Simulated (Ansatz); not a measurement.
Zn₈Cu₅ (I-43m, No. 217), treated with LDA (plane waves, PAW; Ansatz, an electronic-structure program).

Run with plane-wave cutoff 520 eV, 10×10×10 k mesh, Fermi–Dirac smearing 0.05 eV, no spin polarisation, scalar-relativistic PAW data made under PBE.

Computed at the level's own relaxed cell.

### Question
Predict the equilibrium volume per atom, bulk modulus, lattice constant a and pressure derivative B′ of the bulk modulus.

### Answer

equilibrium volume per atom: 12.16 Å³/atom
bulk modulus: 144 GPa
lattice constant a: 8.584 Å
pressure derivative B′ of the bulk modulus: 5.0

The run finds no gap.

Note: the volume lies 9 % below that of the published cell.

Static lattice: no zero-point or thermal effects.
